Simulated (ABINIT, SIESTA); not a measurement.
An ABINIT input for a self-consistent single point of BaO (Fm-3m, 2 atoms in the cell) (DFT, PBE, plane waves, PAW (JTH v2.0 PBE PAW)):

```
# BaO, JTH v2.0 PBE PAW
pp_dirpath "./"
pseudos "Ba.GGA_PBE-JTH.xml, O.GGA_PBE-JTH.xml"
acell 3*1.0 Angstrom
rprim
         0.0000000000    2.7146000000    2.7146000000
         2.7146000000   -0.0000000000    2.7146000000
         2.7146000000    2.7146000000   -0.0000000000
natom 2
ntypat 2
znucl 56 8
typat 1 2
xcart
         0.0000000000    0.0000000000    0.0000000000
         2.7146000000    2.7146000000    2.7146000000
      Angstrom
ecut 24 Ha
pawecutdg 48 Ha
pawxcdev 0
occopt 3
tsmear 0.01 eV
nband 13
kptopt 1
ngkpt 8 8 8
nshiftk 1
shiftk 0 0 0
nstep 100
tolvrs 1.0e-12
prtwf 0
prtden 0
```

### Question
Translate this input to SIESTA.

### Answer
This is the input that was run; spellings and numerical settings could be chosen otherwise.

```
# files in the folder: Ba.psml O.psml (PseudoDojo PBE standard)
SystemName  BaO
SystemLabel bao

NumberOfAtoms                2
NumberOfSpecies              2
%block ChemicalSpeciesLabel
  1 56 Ba
  2 8 O
%endblock ChemicalSpeciesLabel
LatticeConstant              1.0 Bohr
%block LatticeVectors
     0.000000000    5.129850538    5.129850538
     5.129850538    0.000000000    5.129850538
     5.129850538    5.129850538    0.000000000
%endblock LatticeVectors
AtomicCoordinatesFormat      Fractional
%block AtomicCoordinatesAndAtomicSpecies
     0.000000000    0.000000000    0.000000000  1
     0.500000000    0.500000000    0.500000000  2
%endblock AtomicCoordinatesAndAtomicSpecies

XC.functional                GGA
XC.authors                   PBE
PAO.BasisSize                DZP
PAO.EnergyShift              0.005 Ry
MeshCutoff                   300 Ry
%block kgrid.MonkhorstPack
    8   0   0  0.0
    0   8   0  0.0
    0   0   8  0.0
%endblock kgrid.MonkhorstPack
OccupationFunction           FD
ElectronicTemperature        10.0 meV

MaxSCFIterations             150
SCF.Mixer.Method             Pulay
SCF.Mixer.Weight             0.25
SCF.Mixer.History            8
SCF.DM.Tolerance             1.0E-04
Diag.ParallelOverK           true
WriteForces                  true
Charge.Mulliken              end
```

Basis, cutoffs, solver keys and any potentials are the target program's own. This input uses DFT, GGA PBE, numerical atomic orbitals DZP, PseudoDojo PBE standard norm-conserving potentials (rewritten from UPF to PSML). Both were run: pressure 8.10 GPa in ABINIT and 5.96 in SIESTA; gap on the mesh 1.768 eV in ABINIT and 2.993 in SIESTA.

On ABINIT: the starting cell has typed, rounded lattice constants, without a prior relaxation at this level. For this run, on top of that: lattice scaled by 0.98. With a pressure of about 8 GPa the cell is away from its equilibrium volume at this level.

On SIESTA: the starting cell has typed, rounded lattice constants, without a prior relaxation at this level. For this run, on top of that: lattice scaled by 0.98. Values carry the incompleteness of an atom-centred basis. The basis of the alkali or alkaline-earth atoms may lack their empty d shell, which can raise the gap. With a pressure of about 6 GPa the cell is away from its equilibrium volume at this level.
